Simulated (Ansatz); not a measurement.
The reference is Ge in the diamond structure (space group Fd-3m, No. 227; a = 5.622 Å). Axes: x, y, z lie along the cube axes.

All numbers come from Ansatz (a quantum-chemistry and plane-wave program) LDA, no SOC.

Strains are applied to the cell and any free atomic positions relax.

One change was made to it. Results:

```json
[
 {"quantity": "energy relative to the base (free energy F)", "base": "0 meV/atom", "after": "+6.7 meV/atom"},
 {"quantity": "shortest interatomic distance", "base": "2.434 Å", "after": "2.421 Å"},
 {"quantity": "pressure (mean of the normal stresses, compression positive)", "base": "0.0 GPa", "after": "0.1 GPa"}
]
```

Question: Which change produced these results?
A) tensor shear ε_xy = +0.29 %
B) tensor shear ε_xy = +1.14 %
C) tensor shear ε_xy = +2.00 %

Answer: C, tensor shear ε_xy = +2.00 %. For comparison, the energy relative to the base in the other runs: tensor shear ε_xy = +0.29 % gives +0.1 meV/atom; tensor shear ε_xy = +1.14 % gives +2.2 meV/atom.

No phonon test of stability was made.
